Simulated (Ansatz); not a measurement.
An Ansatz (an electronic-structure program) input (PBEsol (Ansatz; PAW; 420 eV plane waves; no spin-orbit coupling)):

Ansatz 0.2 input:
```yaml
crystal:
  lattice:
    - [0, 2.9513505289, 2.9513505289]
    - [2.9513505289, 0, 2.9513505289]
    - [2.9513505289, 2.9513505289, 0]
  atoms:
    - { symbol: Pb, position: [0.5, 0.5, 0.5] }
    - { symbol: S, position: [0, 0, 0] }
basis: { ecutwfc: 420, ecutrho_ratio: 4, xc_grid: 2, fft_grid_basis: typed }
kpoints: { mp_grid: { grid: [22, 22, 22] } }
hamiltonian:
  xc: pbesol
  dispersion: none
  pseudopotentials: { kind: paw }
total_charge: -0.102831
scf: { occupations: { method: fermi_dirac, width: 0.0259 }, convergence: { dr2_threshold: 0.0000000002 } }
relax: { f_tol: 0.005, max_steps: 30 }
output: { forces: true, stress: true }
checkpoint: { write: state.ck, write_every: 1000 }
```

Which symmetry and how many k-points will the program report, and about how many plane waves at Γ?

Space group Fm-3m (ITA 225) with 48 operations, k-points 328 of 10648, and 965 plane waves at Γ.

Charged cell with a jellium background: band edges are those of the host's band count, energies are not comparable with the neutral cell, and many-body gap narrowing is missing. No phonon test of stability was made. The cell was made from PbS in the rock salt structure (space group Fm-3m, No. 225) by this change: electrons 2.0×10^21 cm⁻³.
